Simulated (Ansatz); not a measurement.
L1₂ (Cu3Au-type) Pt₃Ti: LDA at its full settings (plane-wave cutoff 520 eV, 14×14×14 k mesh, Fermi–Dirac smearing 0.05 eV, no spin polarisation, scalar-relativistic PAW data made under PBE) and at cheaper ones, in a cell of 4 atoms with Γ-centred meshes.

| level and setting | lattice parameter a (Å) | bulk modulus (GPa) |
|---|---|---|
| LDA (Ansatz) | 3.873 | 283 |
| LDA (Γ point alone) (Ansatz) | 4.215 | 125 |
| LDA (2×2×2 k mesh) (Ansatz) | 3.879 | 277 |
| LDA (4×4×4 k mesh) (Ansatz) | 3.872 | 285 |

Largest shifts from the full settings: lattice constant a +8.83 % (LDA (Γ point alone)), against a difference of -1.10 % of the full result from the reference 3.916 Å (measured, temperature not stated, not corrected to a static lattice; as tabulated in Molecular Dynamics Simulations of PtTi High-Temperature Shape Memory Alloys …); bulk modulus -56 % (LDA (Γ point alone)).

Ansatz's density-functional and Hartree–Fock values are scalar-relativistic unless marked +SOC, with PAW data made under PBE.

Run with cheap settings on purpose, which may leave them unconverged: LDA (2×2×2 k mesh), LDA (4×4×4 k mesh), LDA (Γ point alone).

Ansatz is a quantum-chemistry and plane-wave program.
